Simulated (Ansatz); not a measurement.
Where the default PAW files enter, the runs use the earlier of Ansatz's two default sets.

```yaml
crystal:
  lattice:
    - [3.08864, 0.00000, 0.00000]
    - [-1.54432, 2.67484, 0.00000]
    - [1.54432, -0.89161, 2.52186]
  atoms:
    - { symbol: Al, position: [0.00000, 0.00000, 0.00000] }
    - { symbol: N, position: [0.75000, 0.25000, 0.75000] }
```

Space group of this cell: F-43m, zinc blende. The cell is taken as given.

Level of theory: r2SCAN (plane waves, PAW; Ansatz, a program for electronic structure).

The current runs along the normal of the first two printed vectors; no spin-orbit coupling. Scaled by the factor s: the length along the current (ions clamped). Meshes 12×12×12 and 12×12 across the current in all rows.

```json
[
 {"s": "0.97", "mean pressure (GPa)": "7.3", "band gap (eV)": "?"},
 {"s": "1.00", "mean pressure (GPa)": "0.2", "band gap (eV)": "3.93"},
 {"s": "1.03", "mean pressure (GPa)": "-5.5", "band gap (eV)": "3.85"}
]
```

Question: Take the slope of the band gap against ln s from the two given rows, extrapolate to s = 0.97, and say what the run there gives.

Answer: Slope = (3.85 − 3.93) / ln 1.03 = -2.71 eV. The line gives 3.93 + (-2.71) × ln 0.97 = 4.01 eV. The run gives 3.84 eV, 0.17 eV under the line, 209 % of the predicted step.
